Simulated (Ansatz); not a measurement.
Consider CdTe in the zinc blende structure (space group F-43m, No. 216; a = 6.558 Å). Axes: x, y, z lie along the cube axes.

Level of theory: r2SCAN, PAW, 500 eV (Ansatz, a program for electronic structure; scalar-relativistic without spin-orbit coupling).

Before the change:

- Valence-band top at Γ = 0.00, 0.00, 0.00 eV
- Electron mass = 0.090 mₑ (at Γ)
- Band gap = 1.17 eV
- Shortest interatomic distance = 2.840 Å

It is then changed as follows: the cell is compressed by 2.50 % along z with no lateral relaxation; the atoms relax in the strained cell.

Task: Predict the new valence-band top at Γ, electron mass, band gap, shortest interatomic distance and stress.

Result: The valence-band top at Γ (three highest levels, from the VBM) becomes 0.00, -0.08, -0.08 eV (base: 0.00, 0.00, 0.00 eV); the electron mass becomes 0.093 mₑ (at Γ) (base: 0.090 mₑ (at Γ)); the band gap grows by 0.026 eV, from 1.17 eV to 1.19 eV; the shortest interatomic distance shrinks by 0.0235 Å, from 2.840 Å to 2.816 Å; the stress (xx, yy, zz, yz, xz, xy; compression positive) is (0.94, 0.94, 1.32, 0.00, 0.00, 0.00) GPa.

With Te present, leaving out spin-orbit coupling can change the band edges. Masses are band curvatures over ±0.01 Å⁻¹ around the edge. Whether these cells are dynamically stable was not tested.
